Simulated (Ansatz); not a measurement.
# CdGeAs2: shear stress against shear

CdGeAs2 (chalcopyrite, I-42d, 24.206 Å³/atom and stress up to 0.01 GPa in the relaxed cell, c along z) under an engineering shear γ in the xz plane. LDA in Ansatz, a plane-wave DFT program (PAW, default set), 420 eV, 8×8×8 Γ-centred mesh, Fermi-Dirac smearing 0.05 eV; ions are relaxed, or left where forces stay under 0.02 eV/Å, within the symmetry of each cell. Stress is positive for a compressed cell.

Here s stands for strain and y for shear stress.

| strain (%) | shear stress (GPa) |
|---|---|
| 0.00 | 0.00 |
| 0.80 | -0.33 |
| 1.60 | -0.67 |
| 2.40 | -1.00 |
| 4.00 | ? |

The 4 complete rows are fitted with a straight line, y against s. Means: s 1.2000, y -0.500. About the means, the sum of products is -1.3360 and the sum of squares of s is 3.2000; the slope is their ratio. Least squares gives y = 0.001 - 0.4175·s. Residuals (row less fit): -0.001, 0.003, -0.003, 0.001; standard error 0.003 (degrees of freedom: 2). The slope gives the elastic constant C44 = 41.8 ± 0.2 GPa (± standard error of the fit, which holds the terms cut off).

### Question
What does the fit predict for y at s = 4.00, and how far is the calculated value from it?

### Answer
y = 0.001 - 0.4175 × 4.0 = -1.669 GPa. The calculation gives -1.67 GPa, which the fit meets to the printed digits. The row lies outside the fitted rows, so this is an extrapolation. The scatter of the fitted rows lies at the last printed digit.

Rows are the converged runs of the series near zero and its far end, less any whose ions stayed unrelaxed beside relaxed ones; series whose fitted rows scatter by over a few per cent of the range, as at a crossing or softening among them, aren't shown in this form. Most that stay on the fit to the last digits aren't either.
